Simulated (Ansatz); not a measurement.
A periodic model of amorphous Al$_{28}$O$_{45}$H$_{6}$:

```xyz
79
Lattice="9.4222 0.0000 0.0000 0.0000 9.4222 0.0000 0.0000 0.0000 9.4222" Properties=species:S:1:pos:R:3 pbc="T T T"
Al     3.2872     6.1904     8.5892
Al     2.2160     0.9014     1.7065
Al     7.0970     7.6650     6.2763
Al     3.4397     6.2895     2.7403
Al     8.1007     9.0957     4.1491
Al     6.4352     1.4014     2.2187
Al     2.4442     2.8045     0.1187
Al     4.8780     3.0612     7.7726
Al     5.8919     5.7013     8.4326
Al     1.8758     2.4654     4.4546
Al     2.2306     5.2184     5.2901
Al     0.3096     5.7008     7.5928
Al     8.9294     0.9109     0.1992
Al     3.6590     7.9077     6.2689
Al     2.8329     1.0124     6.5935
Al     1.2641     7.4062     0.8176
Al     7.9820     7.2155     0.9901
Al     0.1238     2.8971     7.0334
Al     6.4736     4.6268     2.9526
Al     6.8979     4.2891     6.2070
Al     0.4976     4.7766     2.4689
Al     8.2776     2.9185     4.1944
Al     5.2198     9.1177     8.4643
Al     7.7764     3.8644     0.1801
Al     7.3149     0.8808     7.2060
Al     5.5838     7.7526     3.8300
Al     4.5977     2.9443     4.6061
Al     2.1129     8.7420     3.8320
O      6.6960     7.9721     1.9526
O      3.6889     7.7931     3.6194
O      1.3179     1.9496     6.0645
O      7.3569     4.4871     4.4513
O      6.5188     3.8341     8.2859
O      3.5263     1.9531     1.2248
O      8.0420     2.8292     6.0264
O      5.6750     1.4194     7.6730
O      7.9459     1.3284     3.3936
O      4.8006     7.1792     8.6112
O      9.1031     8.5441     0.4553
O      6.7287     5.9282     6.8371
O      1.4767     6.6091     8.5936
O      7.3107     7.4856     4.3380
O      7.2472     5.8395     0.1730
O      5.3022     7.9252     5.6669
O      5.6234     0.2163     3.4724
O      5.6582     2.9491     3.0771
O      0.0442     6.4045     1.7364
O      8.0102     4.2382     2.0080
O      7.8355     9.4212     5.8116
O      1.6869     4.1348     1.1463
O      2.9145     6.2744     1.0596
O      7.5900     1.9652     0.8351
O      3.8489     1.4810     5.1585
O      0.9062     4.6070     6.3140
O      1.1033     1.6095     0.5337
O      8.8343     1.4450     7.9583
O      1.8506     5.8212     3.5893
O      3.0588     3.8237     4.5016
O      3.5954     9.1491     7.6432
O      9.1825     4.1393     8.4288
O      0.2998     8.3721     3.7616
O      3.1076     2.4424     7.9144
O      5.3813     0.3976     0.7879
O      2.1092     8.6108     1.7729
O      2.2791     8.8378     5.6107
O      5.1749     5.8349     3.0460
O      3.0786     6.2350     6.5000
O      5.2678     3.6347     6.0602
O      4.2483     4.6716     8.6122
O      0.4917     3.4235     3.7139
O      8.9475     7.0959     6.7644
O      1.9031     1.0776     3.4028
O      6.8733     8.6411     7.9443
H      0.1544     7.8370     6.6748
H      5.0005     0.6003     4.1507
H      6.0454     8.5062     1.4126
H      2.2609     5.0020     1.0528
H      4.5381     1.0141     0.9181
H      0.1286     7.4552     3.4653
```

Level of theory: PBE, scalar-relativistic without spin-orbit coupling (plane waves to 420 eV, PAW; Ansatz, an electronic-structure program).

The cell was made by melting and quenching with the CHGNet potential and then relaxed with DFT. O atoms were pushed apart under 1.9 Å during the dynamics, to hinder bonds among them. The hot cell started wider than the set density and was brought back towards it in steps. It is the lowest in DFT energy of 2 quenches. It is a model cell: composition and starting density were chosen by hand, and all elements were melted together. No dispersion term was used. Its density started from a set value of 2.95 and ended at 2.94 g/cm³. The quench (nominally 690 K/ps over its main leg) was far faster than any real one, so the model tends to hold more defects than a real film. Values belong to this one cell and scatter from quench to quench. The volume was free in the relaxation, at fixed shape. Stress components on the final sampling reach 3.3 GPa.

Bonds are counted up to Al-Al 2.66 Å, Al-O 2.40 Å, Al-H 1.82 Å, O-O 1.58 Å, O-H 1.22 Å, H-H 0.90 Å. Two cations that share two anions don't count as bonded, nor two that share one unless they lie closer than Al-Al 2.59 Å.

**Question.** Give the coordination numbers, mean bond lengths and angles.

**Answer.** 
Mean coordination of Al by anions: 4.64 (12 with 4, 14 with 5, 2 with 6)
Mean coordination of O: 3.02 (1 with 2, 42 with 3, 2 with 4)
Mean coordination of H: 1.00 (6 with 1)
Mean Al-O bond: 1.864 Å (spread 0.112 Å, 130 counted)
Mean O-H bond: 1.008 Å (spread 0.030 Å, 6 counted)
Bond angle at Al: mean 107.2°, spread 24.2°
Bond angle at O: mean 115.7°, spread 17.8°

**Question.** List the pairs of like atoms that count as bonded by the rules above.

**Answer.** There are none by these rules.
